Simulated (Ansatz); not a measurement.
The starting structures come from a database of crystals and need not be the phases stable at ambient conditions.

 Where the default PAW files enter, the runs use the earlier of Ansatz's two default sets.

Inside the gap of an insulator the Bloch states are evanescent, with a wavenumber k + iκ along the transport direction.

Consider the following.

```yaml
crystal:
  lattice:
    - [5.55920, 0.00000, 0.00000]
    - [0.00000, 5.58869, 0.00000]
    - [0.00000, 0.00000, 7.87857]
  atoms:
    - { symbol: La, position: [0.50771, 0.53347, 0.75000] }
    - { symbol: La, position: [0.49229, 0.46653, 0.25000] }
    - { symbol: La, position: [0.00771, 0.96653, 0.25000] }
    - { symbol: La, position: [0.99229, 0.03347, 0.75000] }
    - { symbol: Ga, position: [0.00000, 0.50000, 0.50000] }
    - { symbol: Ga, position: [0.50000, 0.00000, 0.50000] }
    - { symbol: Ga, position: [0.50000, 0.00000, 0.00000] }
    - { symbol: Ga, position: [0.00000, 0.50000, 0.00000] }
    - { symbol: O, position: [0.28379, 0.71523, 0.45881] }
    - { symbol: O, position: [0.71621, 0.28477, 0.54119] }
    - { symbol: O, position: [0.78379, 0.78477, 0.54119] }
    - { symbol: O, position: [0.21621, 0.21523, 0.45881] }
    - { symbol: O, position: [0.21621, 0.21523, 0.04119] }
    - { symbol: O, position: [0.78379, 0.78477, 0.95881] }
    - { symbol: O, position: [0.71621, 0.28477, 0.95881] }
    - { symbol: O, position: [0.28379, 0.71523, 0.04119] }
    - { symbol: O, position: [0.92337, 0.51544, 0.25000] }
    - { symbol: O, position: [0.07663, 0.48456, 0.75000] }
    - { symbol: O, position: [0.42337, 0.98456, 0.75000] }
    - { symbol: O, position: [0.57663, 0.01544, 0.25000] }
```

Space group of this cell: Pnma. The cell is taken as given; by r2SCAN its mean pressure is -4.8 GPa.

Transport runs along the normal of the first two printed cell vectors.

The gap is the functional's own. No spin-orbit coupling. Mid-gap values are interpolated on the energy grid.

Problem. Give the band gap and the smallest decay constant κ at mid-gap that r2SCAN run with Ansatz (a quantum-chemistry and plane-wave program) yields.

Solution. Gap 4.02 eV on a 6×6×4 mesh; κ = 0.385 1/Å, at the zone centre.
